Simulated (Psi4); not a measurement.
Psi4 1.11, PBE/def2-svpd: 1,1,1,2-tetrafluoroethane (FCC(F)(F)F), 8 atoms. The geometry is a generated start, not checked to be a minimum at this level.

```yaml
task: gradient
method: pbe
basis: def2-svpd
memory: 7 GB
scf_type: df (default)
guess: auto, which took SAD (default)
diis_max_vecs: 10 (default)
scf_initial_accelerator: adiis (default)
e_convergence: 1e-08 (default)
d_convergence: 1e-08 (default)
basis functions (reference run): 148
grid points (reference run): 1472433
```

```xyz
8

F     -1.2925    -1.2231    -0.0405
C     -0.7935     0.0396    -0.0874
C      0.7242     0.0127     0.0766
F      1.1074    -0.5003     1.2465
F      1.3323    -0.6821    -0.8838
F      1.2041     1.2649     0.0205
H     -1.2385     0.6167     0.7306
H     -1.0435     0.4717    -1.0625
```
Charge 0, spin multiplicity 1.

Yardstick: the run with dft_radial_points = 200, dft_spherical_points = 974, dft_pruning_scheme = none (default), which is not proven converged either. Each setting ran once; only counts and results are compared.

Settings tried, all else as in the reference:
- dft_radial_points = 99, dft_spherical_points = 590, dft_pruning_scheme = robust
- dft_radial_points = 75 (default), dft_spherical_points = 302 (default)
- dft_radial_points = 150, dft_spherical_points = 770
- dft_radial_points = 75 (default), dft_spherical_points = 302 (default), dft_pruning_scheme = robust
- dft_radial_points = 99, dft_spherical_points = 590
- dft_radial_points = 75 (default), dft_spherical_points = 434
- dft_radial_points = 35, dft_spherical_points = 110
- dft_radial_points = 50, dft_spherical_points = 194
- dft_radial_points = 99, dft_spherical_points = 590, dft_pruning_scheme = treutler
- dft_radial_points = 75 (default), dft_spherical_points = 302 (default), dft_pruning_scheme = treutler
- dft_radial_points = 25, dft_spherical_points = 50

**Question.** Sort the settings: which keep to the reference within 0.10 meV/atom in energy, 1.0 meV/Å in forces (largest component), and which don't?

**Answer.** Within it: dft_radial_points = 150, dft_spherical_points = 770; dft_radial_points = 99, dft_spherical_points = 590; dft_radial_points = 99, dft_spherical_points = 590, dft_pruning_scheme = robust. Outside: dft_radial_points = 75 (default), dft_spherical_points = 434; dft_radial_points = 99, dft_spherical_points = 590, dft_pruning_scheme = treutler; dft_radial_points = 75 (default), dft_spherical_points = 302 (default), dft_pruning_scheme = robust; dft_radial_points = 75 (default), dft_spherical_points = 302 (default); dft_radial_points = 75 (default), dft_spherical_points = 302 (default), dft_pruning_scheme = treutler; dft_radial_points = 50, dft_spherical_points = 194; dft_radial_points = 35, dft_spherical_points = 110; dft_radial_points = 25, dft_spherical_points = 50.

```
setting                                                                                                grid points  energy against the reference  difference in forces (largest component)
-----------------------------------------------------------------------------------------------------  -----------  ----------------------------  ----------------------------------------
the reference                                                                                              1472433                             —                                         —
dft_radial_points = 150, dft_spherical_points = 770                                                         877139          under 0.001 meV/atom                                0.65 meV/Å
dft_radial_points = 99, dft_spherical_points = 590                                                          446710              +0.0011 meV/atom                                0.66 meV/Å
dft_radial_points = 99, dft_spherical_points = 590, dft_pruning_scheme = robust                             313238              +0.0011 meV/atom                                0.66 meV/Å
dft_radial_points = 75 (default), dft_spherical_points = 434                                                249189               +0.019 meV/atom                                 2.6 meV/Å
dft_radial_points = 99, dft_spherical_points = 590, dft_pruning_scheme = treutler                           234710                +0.17 meV/atom                                 9.7 meV/Å
dft_radial_points = 75 (default), dft_spherical_points = 302 (default), dft_pruning_scheme = robust         119682                +0.18 meV/atom                                  11 meV/Å
dft_radial_points = 75 (default), dft_spherical_points = 302 (default)                                      173558                +0.18 meV/atom                                  11 meV/Å
dft_radial_points = 75 (default), dft_spherical_points = 302 (default), dft_pruning_scheme = treutler        96450                +0.32 meV/atom                                  13 meV/Å
dft_radial_points = 50, dft_spherical_points = 194                                                           75569                −0.34 meV/atom                                  30 meV/Å
dft_radial_points = 35, dft_spherical_points = 110                                                           30088                −0.88 meV/atom                                  58 meV/Å
dft_radial_points = 25, dft_spherical_points = 50                                                             9761                 +7.1 meV/atom                                 440 meV/Å
```

Total energies are compared; such shifts often cancel in part in energy differences. The gradients leave out the derivatives of the grid weights. The tolerance is a choice made for this comparison.
